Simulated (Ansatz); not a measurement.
# SiO2: pressure series

The reference is SiO$_{2}$ in the rutile structure (space group P4_2/mnm, No. 136; a = 4.2362 Å, c = 2.6905 Å).

Cell and atoms are relaxed at each pressure.

Levels (all Ansatz, an electronic-structure program, PAW): PBE (420 eV, no spin-orbit coupling); r2SCAN (500 eV, no SOC).

The base cell above is that of PBE; each level relaxes its own structures.

```csv
case,"lattice parameter a, PBE","lattice parameter a, r2SCAN"
pressure −2 GPa,4.250 Å,___
pressure −1 GPa,4.243 Å,4.191 Å
pressure 0.9 GPa,4.230 Å,4.180 Å
pressure 2.1 GPa,4.222 Å,4.174 Å
pressure 4.5 GPa,4.207 Å,___
pressure 9 GPa,4.181 Å,___
pressure 15 GPa,4.151 Å,4.113 Å
pressure 22.5 GPa,4.117 Å,___
pressure 30 GPa,4.087 Å,4.056 Å
```

Task: What belongs in the blanks?

Result: 
- pressure −2 GPa, lattice parameter a, r2SCAN: 4.197 Å
- pressure 4.5 GPa, lattice parameter a, r2SCAN: 4.161 Å
- pressure 9 GPa, lattice parameter a, r2SCAN: 4.139 Å
- pressure 22.5 GPa, lattice parameter a, r2SCAN: 4.083 Å

PBE lies above r2SCAN in every row, by 0.031 Å to 0.054 Å. They put the cases in the same order.

Load acts through the strain it causes; cell and atoms are relaxed under it. No phonon test of stability was made. Competing high-pressure phases were not computed.
